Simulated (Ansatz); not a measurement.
The starting structures come from a database of crystals and need not be the phases stable at ambient conditions.

Tunnelling through a barrier is set by its complex band structure: the current falls as exp(−2κd) with the smallest κ.

Here is the system:

```yaml
crystal:
  lattice:
    - [6.84940, 0.00000, 0.00000]
    - [0.00000, 6.84940, 0.00000]
    - [3.42470, -3.42470, 3.42470]
  atoms:
    - { symbol: Hf, position: [0.12500, 0.25000, 0.00000] }
    - { symbol: Hf, position: [0.25000, 0.37500, 0.50000] }
    - { symbol: Hf, position: [0.37500, 0.75000, 0.00000] }
    - { symbol: Hf, position: [0.75000, 0.12500, 0.50000] }
    - { symbol: Hf, position: [0.87500, 0.87500, 0.75000] }
    - { symbol: Hf, position: [0.62500, 0.62500, 0.25000] }
    - { symbol: N, position: [0.50000, 0.00000, 0.86634] }
    - { symbol: N, position: [0.00000, 0.13366, 0.63366] }
    - { symbol: N, position: [0.13366, 0.86634, 0.86634] }
    - { symbol: N, position: [0.86634, 0.50000, 0.63366] }
    - { symbol: N, position: [0.00000, 0.63366, 0.13366] }
    - { symbol: N, position: [0.50000, 0.00000, 0.36634] }
    - { symbol: N, position: [0.36634, 0.50000, 0.13366] }
    - { symbol: N, position: [0.63366, 0.36634, 0.36634] }
```

Space group of this cell: I-43d. The cell is strained (all lengths scaled by 1.02); by r2SCAN its mean pressure is -17.1 GPa.

Transport runs along the normal of the first two printed cell vectors, the (001) plane of the conventional cell.

The gap is the functional's own, uncorrected, and κ follows it; spin-orbit coupling is left out. Mid-gap values are interpolated between the computed energies.

Question: Predict the band gap and the smallest decay constant κ at mid-gap from Ansatz (a quantum-chemistry and plane-wave program) with r2SCAN.

Answer: Gap 1.42 eV on a 10×10×10 mesh; κ = 0.184 1/Å, at the zone centre.
